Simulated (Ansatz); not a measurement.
**Response to strain in MgS**

Take MgS in the rock salt structure (space group Fm-3m, No. 225; a = 5.1292 Å) as the base.

Strains are applied to the cell and any free atomic positions relax.

Method: Ansatz (a first-principles code), LDA, PAW, cutoff 420 eV, no SOC.

Notes on the quantities. energy relative to the base: free energy F.

```json
[
 {"isotropic strain (%)": "-3", "energy relative to the base (meV/atom)": "38.9"},
 {"isotropic strain (%)": "-2", "energy relative to the base (meV/atom)": "16.8"},
 {"isotropic strain (%)": "-0.5", "energy relative to the base (meV/atom)": "1.0"},
 {"isotropic strain (%)": "0", "energy relative to the base (meV/atom)": "0.0"},
 {"isotropic strain (%)": "0.5", "energy relative to the base (meV/atom)": "1.0"},
 {"isotropic strain (%)": "1", "energy relative to the base (meV/atom)": "3.8"},
 {"isotropic strain (%)": "1.5", "energy relative to the base (meV/atom)": "8.5"},
 {"isotropic strain (%)": "2", "energy relative to the base (meV/atom)": "?"},
 {"isotropic strain (%)": "3", "energy relative to the base (meV/atom)": "32.4"}
]
```

**Question.** Fit ΔE = Aε² + Bε³ (ε in %) to the rows shown and predict the withheld row.

**Answer.** Least squares on the printed values gives A = 3.96 and B = -0.12 meV/atom (largest residual 0.0 meV/atom); this predicts 14.9 meV/atom, and the run gives 14.9 meV/atom, in agreement.

Stability against distortions was not tested.
